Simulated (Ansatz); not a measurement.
The reference is MoS2 (space group P6_3/mmc, No. 194; layered, stacked along the Cartesian z axis).

```yaml
crystal:
  lattice:
    - [3.10900, 0.00000, 0.00000]
    - [-1.55450, 2.69247, 0.00000]
    - [0.00000, 0.00000, 11.70898]
  atoms:
    - { symbol: Mo, position: [0.66667, 0.33333, 0.25000] }
    - { symbol: Mo, position: [0.33333, 0.66667, 0.75000] }
    - { symbol: S, position: [0.66667, 0.33333, 0.88351] }
    - { symbol: S, position: [0.33333, 0.66667, 0.38351] }
    - { symbol: S, position: [0.33333, 0.66667, 0.11649] }
    - { symbol: S, position: [0.66667, 0.33333, 0.61649] }
```

Computed with PBEsol-D3(BJ) in Ansatz (plane waves to 420 eV, PAW, spin-orbit coupling left out).

Base values:

The smallest direct gap comes out as 1.79 eV, the pressure comes out as 0.00 GPa and the hole mass comes out as 1.1 mₑ along c, 0.50 mₑ across (at Γ). The band gap is 0.52 eV.

It is then changed as follows: an isotropic linear strain of +0.60 %, atoms relaxed at fixed cell.

Problem. What happens to the smallest direct gap?

Solution. The smallest direct gap decreases by 0.06 eV to 1.73 eV.

Problem. What happens to the pressure?

Solution. The pressure (mean of the normal stresses, compression positive) goes from zero to -1.52 GPa.

Problem. Estimate the effect on the energy relative to the base.

Solution. The energy increases by 1.4 meV/atom.

Problem. What does the calculation give for the hole mass after the change?

Solution. The hole mass goes from 1.1 mₑ along c, 0.50 mₑ across (at Γ) to 1.1 mₑ along c, 0.51 mₑ across (at Γ).

Problem. Estimate the effect on the band gap.

Solution. The band gap rises by 0.05 eV, from 0.52 eV to 0.57 eV.

Effective masses come from finite differences of ±0.01 Å⁻¹. Whether these cells are dynamically stable was not tested.

Ansatz is a quantum-chemistry and plane-wave program.
